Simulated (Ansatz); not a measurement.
**What 5 layers does to CuI**

Base system: CuI in the zinc blende structure (space group F-43m, No. 216; a = 6.023 Å). Axes: x, y, z lie along the cube axes.

Perturbation: a free-standing slab of 5 layers (10 atoms, 2 a layer) is cut normal to [110], with 15 Å of vacuum and the in-plane cell held at bulk.

Level of theory: Ansatz (an electronic-structure program), r2SCAN, PAW, cutoff 500 eV, no spin-orbit coupling. k-mesh 8×6×1 (Γ-centred); smearing 0.05 eV (Fermi–Dirac), for the changed cell.

```json
[
 {"quantity": "layer's space group (with vacuum)", "base": "–", "changed": "Pmm2 (No. 25)", "shift": "–"},
 {"quantity": "band gap", "base": "1.67 eV", "changed": "2.02 eV", "shift": "+0.355 eV"},
 {"quantity": "gap character", "base": "–", "changed": "direct at Γ", "shift": "–"},
 {"quantity": "valence-band top at Γ (three highest levels, from the VBM)", "base": "0.00, 0.00, 0.00 eV", "changed": "0.00, -0.13, -0.28 eV", "shift": "–"},
 {"quantity": "excess energy per area of both faces (slab less bulk energy over the cell's area: twice a surface energy)", "base": "–", "changed": "0.28 J/m²", "shift": "–"},
 {"quantity": "change of the spacing d12 from its bulk value of 2.129 Å", "base": "–", "changed": "-15.2 %", "shift": "–"},
 {"quantity": "change of the spacing d23 from its bulk value of 2.129 Å", "base": "–", "changed": "+1.3 %", "shift": "–"}
]
```

Final structure:

```xyz
10
Lattice="4.2589 0.0000 0.0000 0.0000 6.0230 0.0000 0.0000 0.0000 23.5178" Properties=species:S:1:pos:R:3 pbc="T T T"
I      3.1942     2.9858     7.3504
Cu     1.0647     1.9615     8.2386
I      5.3237     5.8876     9.6486
Cu     3.1942     4.3254     9.5538
I      7.4531     8.9353    11.7589
Cu     5.3237     7.4227    11.7589
I      9.5826    11.9106    13.8692
Cu     7.4531    10.3484    13.9640
I     11.7120    15.0318    16.1675
Cu     9.5826    14.0076    15.2793
```

The excess energy carries the mismatch between the slab's and the bulk's meshes. With I present, leaving out spin-orbit coupling can change the band edges. No phonon test of stability was made. All final runs are without spin polarisation. Labels are those of the standard path for the cell's own space group.
